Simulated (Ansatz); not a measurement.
The starting structures come from a database of crystals and need not be the phases stable at ambient conditions.

By PBEsol, the system below comes out a metal.

Without scattering a metal conducts by its projected Fermi surface.

Here is the system:

```
WP2
1.0
    3.25433     0.00000     0.00000
    1.62717     4.32382     0.00000
    1.62717    -0.58619     6.65316
P W
4 2
Cartesian
  1.62717   3.22198   0.16633
  4.88150   0.51564   6.48684
  4.88150   3.10411   3.98937
  1.62717   0.63352   2.66379
  3.25433   2.46129   1.94924
  3.25433   1.27634   4.70392
```

Space group of this cell: C2/m. The cell is strained (all lengths scaled by 1.02); by PBEsol its mean pressure is -13.9 GPa.

The current flows along the normal of the first two printed cell vectors. No spin-orbit coupling; the value is a mean over 0.1 eV about the Fermi level.

### Question
Give the ballistic conductance per area that PBEsol run with Ansatz (a quantum-chemistry and plane-wave program) yields.

### Answer
0.38 × 10¹⁵ S/m² for both spins.
